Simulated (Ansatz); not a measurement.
**Ag (model structure, P6/mmm, No. 191, 7 atoms in the cell): properties by level of theory**

```csv
level (code),equilibrium lattice constant a (Å),c axis length (Å),cohesive energy (eV/atom)
LDA (Ansatz),5.193,5.068,3.46
PBE (Ansatz),5.386,5.264,2.40
PBEsol (Ansatz),5.262,5.142,2.93
r²SCAN (Ansatz),5.328,5.204,2.73
```

Ansatz's density-functional and Hartree–Fock values are scalar-relativistic unless marked +SOC, with PAW data made under PBE.

Free atoms are spin-polarised, in the lowest state found; at levels without +SOC their spin–orbit coupling is left out.

Computed values are for the static lattice.

A model structure was made by putting elements into a prototype or built by hand; it is no filed structure, need not be a known phase, and can be a saddle point held by its symmetry.

Ansatz is a quantum-chemistry and plane-wave program.
